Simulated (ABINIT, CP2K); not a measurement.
An ABINIT input for a self-consistent single point of CdO (Fm-3m, 2 atoms in the cell) (DFT, PBE, plane waves, PAW (JTH v2.0 PBE PAW)):

```
# CdO, JTH v2.0 PBE PAW
pp_dirpath "./"
pseudos "Cd.GGA_PBE-JTH.xml, O.GGA_PBE-JTH.xml"
acell 3*1.0 Angstrom
rprim
        -0.0000000000    2.3030000000    2.3030000000
         2.3030000000    0.0000000000    2.3030000000
         2.3030000000    2.3030000000   -0.0000000000
natom 2
ntypat 2
znucl 48 8
typat 1 2
xcart
         0.0000000000    0.0000000000    0.0000000000
         2.3030000000    2.3030000000    2.3030000000
      Angstrom
ecut 653 eV
pawecutdg 1306 eV
pawxcdev 0
ixc 11
occopt 3
tsmear 0.00073499
nband 14
kptopt 1
ngkpt 8 8 8
nshiftk 1
shiftk 0 0 0
nstep 60
tolvrs 1.0e-11
prtwf 0
prtden 0
enunit 1
```

**Question.** Write the same calculation as an input for CP2K.

**Answer.** This is the input that was run; spellings and numerical settings could be chosen otherwise.

```
&GLOBAL
  PROJECT run
  RUN_TYPE ENERGY_FORCE
  PRINT_LEVEL LOW
&END GLOBAL
&FORCE_EVAL
  METHOD Quickstep
  STRESS_TENSOR ANALYTICAL
  &DFT
    BASIS_SET_FILE_NAME BASIS_MOLOPT
    POTENTIAL_FILE_NAME GTH_POTENTIALS
    &QS
      METHOD GPW
      EPS_DEFAULT 1E-10
    &END QS
    &MGRID
      CUTOFF 500
      REL_CUTOFF 50
      NGRIDS 5
    &END MGRID
    &SCF
      SCF_GUESS ATOMIC
      EPS_SCF 1E-6
      MAX_SCF 100
      ADDED_MOS 4
      &DIAGONALIZATION
        ALGORITHM STANDARD
      &END DIAGONALIZATION
      &MIXING
        METHOD BROYDEN_MIXING
        ALPHA 0.3
        NBUFFER 8
        BETA 1.5
      &END MIXING
      &SMEAR ON
        METHOD FERMI_DIRAC
        ELECTRONIC_TEMPERATURE [K] 232.09
      &END SMEAR
    &END SCF
    &KPOINTS
      SCHEME MACDONALD 8 8 8 0.0625 0.0625 0.0625
    &END KPOINTS
    &XC
      &XC_FUNCTIONAL PBE
      &END XC_FUNCTIONAL
    &END XC
    &PRINT
      &MO
        EIGENVALUES T
        OCCUPATION_NUMBERS T
        NDIGITS 8
        FILENAME mo
        &EACH
          QS_SCF 0
        &END EACH
        ADD_LAST NUMERIC
      &END MO
      &MULLIKEN OFF
      &END MULLIKEN
    &END PRINT
  &END DFT
  &SUBSYS
    &CELL
      A 3.25693400 0.00000000 0.00000000
      B 1.62846700 2.82058700 0.00000000
      C 1.62846700 0.94019600 2.65927500
      PERIODIC XYZ
    &END CELL
    &COORD
      SCALED
      Cd       0.00000000     0.00000000     0.00000000
      O        0.50000000     0.50000000     0.50000000
    &END COORD
    &KIND Cd
      BASIS_SET DZVP-MOLOPT-SR-GTH
      POTENTIAL GTH-PBE-q12
    &END KIND
    &KIND O
      BASIS_SET DZVP-MOLOPT-SR-GTH
      POTENTIAL GTH-PBE-q6
    &END KIND
  &END SUBSYS
  &PRINT
    &FORCES ON
    &END FORCES
    &STRESS_TENSOR ON
    &END STRESS_TENSOR
  &END PRINT
&END FORCE_EVAL
```

Basis settings and potentials, where a program has them, do not carry over. This input uses DFT PBE, GPW, DZVP-MOLOPT-SR-GTH basis, GTH-PBE potentials (GTH_POTENTIALS). Both were run: pressure 16.27 GPa in ABINIT and 19.73 in CP2K.

On ABINIT: the starting cell has typed, rounded lattice constants, without a prior relaxation at this level. For this run, on top of that: lattice scaled by 0.98. With a pressure of about 16 GPa the cell is away from its equilibrium volume at this level. The run gives no clean gap (levels at the Fermi energy touch, overlap or are partly filled at this smearing), which alone does not show that the compound is a metal.

On CP2K: the starting cell has typed, rounded lattice constants, without a prior relaxation at this level. For this run, on top of that: lattice scaled by 0.98. Values carry the incompleteness of an atom-centred basis. With a pressure of about 20 GPa the cell is away from its equilibrium volume at this level. The run gives no clean gap (levels at the Fermi energy touch, overlap or are partly filled at this smearing), which alone does not show that the compound is a metal.
